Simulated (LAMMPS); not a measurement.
MD of SiC (zinc blende) at zero pressure, 1000 atoms, as a crystal; each row is its own run.

Model: classical MD, pair style edip/multi, file SiC.edip (LAMMPS).

| T (K) | enthalpy (eV/atom) |
|---|---|
| 200 | -6.2856 |
| 300 | -6.2590 |
| 1740 | -5.8589 |
| 2180 | -5.7202 |
| 2610 | -5.5780 |

Task: Fit a straight line, y = a + b x, to these rows (x is the first column, y the second) and predict the run at x = 1300.

Result: Least squares gives a = -6.3480 and b = 0.0002899. At x = 1300 the fit predicts -5.9711 eV/atom. The run itself gave -5.9856 ± 0.0006 eV/atom, so the fit is 14 meV/atom high.

Caution (rows 200; 300): nuclei are classical, which matters for such light atoms.

Caution (rows 1300; 1740; 2180; 2610): a run this short can hold a crystal over, or a liquid under, the potential's own melting point, which these runs don't give.
